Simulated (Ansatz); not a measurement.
Take CdSe in the wurtzite structure (space group P6_3mc, No. 186; a = 4.383 Å, c = 7.154 Å) as the base. Axes: x lies along a and z along c of the hexagonal cell.

The values are results of PBE (Ansatz, a first-principles code), without spin-orbit coupling, not measurements.

Base values:

| Item | Value |
|---|---|
| Valence-band top at Γ | 0.00, 0.00, -0.04 eV |

It is then changed as follows: the cell is stretched by 1.27 % along z with no lateral relaxation; the atoms relax in the strained cell.

Problem. What happens to the energy relative to the base, electron mass, stress and valence-band top at Γ?

Solution. The energy grows by 1.1 meV/atom; the electron mass is 0.055 mₑ (at Γ); the stress (xx, yy, zz, yz, xz, xy; compression positive) comes out as (-0.37, -0.37, -0.90, 0.00, 0.00, 0.00) GPa; the valence-band top at Γ (three highest levels, from the VBM) becomes 0.00, 0.00, -0.09 eV (base: 0.00, 0.00, -0.04 eV).

The levels and masses belong to the bands next to the band gap. Effective masses come from finite differences of ±0.01 Å⁻¹. No phonon test of stability was made.
